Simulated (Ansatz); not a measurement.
Ansatz (a first-principles code) run on CdH₂O₂ (P-3m1, 5 atoms in the cell): self-consistent single point.

Level of theory: PBEsol, PAW files made with PBE (plane waves; Ansatz).

The change in words: lattice scaled by 0.98. Reference geometry:
```yaml
crystal:
  lattice:
    - [3.48248, 0.00000, 0.00000]
    - [-1.74124, 3.01592, 0.00000]
    - [0.00000, 0.00000, 4.59934]
  atoms:
    - { symbol: Cd, position: [0.00000, 0.00000, 0.00000] }
    - { symbol: H, position: [0.66667, 0.33333, 0.55096] }
    - { symbol: H, position: [0.33333, 0.66667, 0.44904] }
    - { symbol: O, position: [0.66667, 0.33333, 0.75937] }
    - { symbol: O, position: [0.33333, 0.66667, 0.24063] }
```

Reference input (self-consistent single point, DFT, PBEsol, plane waves, PAW files made with PBE): kpoints.mp_grid.grid = 9 9 6; hamiltonian.xc = pbesol; hamiltonian.pseudopotentials = {kind: paw} (an earlier, softer set of the program's PAW files); scf.occupations.method = fixed. This run's input differs from it in these lines:

```diff
@@ -2,5 +2,5 @@
   lattice:
-    - [3.48248400, 0.00000000, 0.00000000]
-    - [-1.74124200, 3.01591900, 0.00000000]
-    - [0.00000000, 0.00000000, 4.59933600]
+    - [3.41283400, 0.00000000, 0.00000000]
+    - [-1.70641700, 2.95560100, 0.00000000]
+    - [0.00000000, 0.00000000, 4.50734900]
   atoms:
```

Log, with long lists cut:

```
SCF iter   1: F=—  HF=-9339.205354 eV  |F-HF|=—  |Δ(HF+E_count)|=         —  Δρ=1.09e-1  dr2=5.47e0  ethr=3.10e-3  ⟨swp⟩=4.5  Hψ=4986  notcnv=0  defer=164
all-band conjugate gradients solve this SCF's bands
preconditioner: auto → Resta (q_TF=auto, 2.599 Å⁻¹)
SCF iter   2: F=—  HF=-9337.458718 eV  |F-HF|=—  |Δ(HF+E_count)|=    1.75e0  Δρ=4.02e-2  dr2=8.63e-1  ethr=3.10e-3  ⟨swp⟩=3.0  Hψ=3200  notcnv=0  defer=157
   [... lines left out ...]
SCF iter   5: F=—  HF=-9337.207773 eV  |F-HF|=—  |Δ(HF+E_count)|=   1.41e-3  Δρ=1.86e-3  dr2=9.81e-4  ethr=4.03e-5  ⟨swp⟩=2.0  Hψ=2332  notcnv=0  defer=184
SCF iter   6: F=—  HF=-9337.208709 eV  |F-HF|=—  |Δ(HF+E_count)|=   9.36e-4  Δρ=2.84e-4  dr2=3.08e-5  ethr=2.89e-6  ⟨swp⟩=2.2  Hψ=2108  notcnv=0  defer=184
SCF iter   7: F=—  HF=-9337.208789 eV  |F-HF|=—  |Δ(HF+E_count)|=   8.02e-5  Δρ=4.55e-5  dr2=1.03e-6  ethr=9.07e-8  ⟨swp⟩=2.0  Hψ=2224  notcnv=0  defer=184
SCF iter   8: F=-9337.208791 eV  HF=-9337.208791 eV  |F-HF|=7.85e-8  |Δ(HF+E_count)|=   2.52e-6  Δρ=1.08e-5  dr2=7.19e-8  ethr=2.94e-10  ⟨swp⟩=11.0  Hψ=7459  notcnv=0
SCF 1 converged in 8 iterations: F = -9337.208791 eV  dr2 = 7.19e-8
Free energy (F): -9337.208791 eV
Internal energy: -9337.208791 eV  (E = F + TS)
E sigma→0 (E₀):  -9337.208791 eV
Fermi energy:    7.261787 eV
--- Forces (eV/Å), atoms counted from 1 ---
  atom   1  Cd     0.00000000    -0.00000000     0.00000000
  atom   2  H      0.00000000     0.00000000    -1.99133324
  atom   3  H      0.00000000    -0.00000000     1.99133324
  atom   4  O      0.00000000     0.00000000     1.50988157
  atom   5  O      0.00000000     0.00000000    -1.50988157
--- Stress (GPa, compression-positive) ---
        8.243810       0.000000       0.000000
        0.000000       8.243810      -0.000000
        0.000000      -0.000000      18.219818
  P = ⅓ Tr σ = 11.5691 GPa (115.691 kbar)
  The stress holds the Pulay correction. Without it, at fixed plane waves, as pw.x and ABINIT print it: P = 11.1085 GPa
```

The run converged in 8 iterations. Against the reference run the free energy rises by 24.8 meV/atom, the pressure goes from 2.86 to 11.57 GPa, the largest force goes from 0.943 to 1.991 eV/Å and the gap on the mesh goes from 1.701 to 1.862 eV.

The starting cell comes from a database of computed structures (which also holds hypothetical and non-ambient phases and stackings), without a prior relaxation at this level. Its lattice was rescaled by a random factor within 2.5 % of one. For this run, on top of that: lattice scaled by 0.98. With a pressure of about 12 GPa the cell is away from its equilibrium volume at this level. Forces in this geometry exceed 1 eV/Å. Ansatz's pressure includes its estimate of the finite-basis (Pulay) stress.

Keys are those of Ansatz 0.2.
